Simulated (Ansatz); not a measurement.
## TaC under a change: x(Be) = 0.333, 6 atoms, Immm

Start from TaC in the rock salt structure (space group Fm-3m, No. 225; a = 4.4400 Å).

The other end (x = 1) is TaBe in the rock salt structure (space group Fm-3m, No. 225; a hypothetical phase, not in the database extracts checked): 13.49 Å³/atom, gap zero; this end may not be an ambient phase.

Now apply this change: a fraction x = 0.333 of the C sites is given to Be, ordered in a cell of 6 atoms (starting symmetry Immm) and fully relaxed.

Computed with plane-wave PAW DFT at the PBEsol level (Ansatz, a quantum-chemistry and plane-wave program, 420 eV), no spin-orbit coupling. k-mesh 16×16×16 (Γ-centred); smearing 0.05 eV (Fermi–Dirac), for the changed cell.

| quantity | base | changed | shift |
|---|---|---|---|
| volume per atom | 10.94 Å³ | 11.60 Å³ | +0.66 Å³ |
| density | 14.64 g/cm³ | 13.74 g/cm³ | -0.90 g/cm³ |
| shortest interatomic distance | 2.220 Å | 2.172 Å | -0.048 Å |
| band gap | zero | zero | – |
| mixing energy (to 0.01 eV only: unlike meshes or grids) (against an end that may be hypothetical) | – | -0.09 eV/atom | – |
| deviation of the volume from the linear (Vegard-type) interpolation | – | -1.6 % | – |
| mean first-shell distances | – | C–Ta 2.229 Å (end compound 2.220 Å), Be–Ta 2.341 Å (end compound 2.380 Å) | – |

Final structure:

```xyz
6
Lattice="-1.5772 2.2601 4.8816 1.5772 -2.2601 4.8816 1.5772 2.2601 -4.8816" Properties=species:S:1:pos:R:3 pbc="T T T"
Be     0.0000     0.0000     0.0000
C      0.0000     0.0000     6.4852
C      0.0000     0.0000     3.2780
Ta     0.0000     2.2601     0.0000
Ta     1.5772     0.0000     1.7848
Ta     0.0000     2.2601     3.0968
```

Cost of the whole job for the changed cell (relaxation, final SCF and bands): about 9 core-minutes (a rough figure).

These are small ordered cells, not random alloys; other orderings at the same x differ. No phonon test of stability was made. All final runs are without spin polarisation. An odd electron count without spin: Ta3BeC2, TaC and TaBe.
